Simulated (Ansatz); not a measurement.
Start from LiF in the rock salt structure (space group Fm-3m, No. 225; a = 4.068 Å).

Level of theory: DFT with PBE, PAW potentials and a 420 eV plane-wave cutoff in Ansatz (a program for electronic structure), no spin-orbit coupling.

One change was made to it. Results:

The volume per atom goes up by 0.131 Å³ to 8.55 Å³; the electron mass remains 0.86 mₑ (at Γ).

Question: Name the change that was made.
A. pressure −2 GPa
B. pressure 0.9 GPa
C. pressure −1 GPa
D. pressure 4.5 GPa
E. pressure 22.5 GPa

Answer: C, pressure −1 GPa. For comparison, the electron mass in the other runs: pressure −2 GPa gives 0.85 mₑ (at Γ); pressure 4.5 GPa gives 0.90 mₑ (at Γ); pressure 22.5 GPa gives 1.0 mₑ (at Γ); pressure 0.9 GPa gives 0.87 mₑ (at Γ).

The levels and masses belong to the bands next to the band gap. Load acts through the strain it causes; cell and atoms are relaxed under it. Masses are band curvatures over ±0.01 Å⁻¹ around the edge. No phonon test of stability was made. No other phases were tried under pressure.
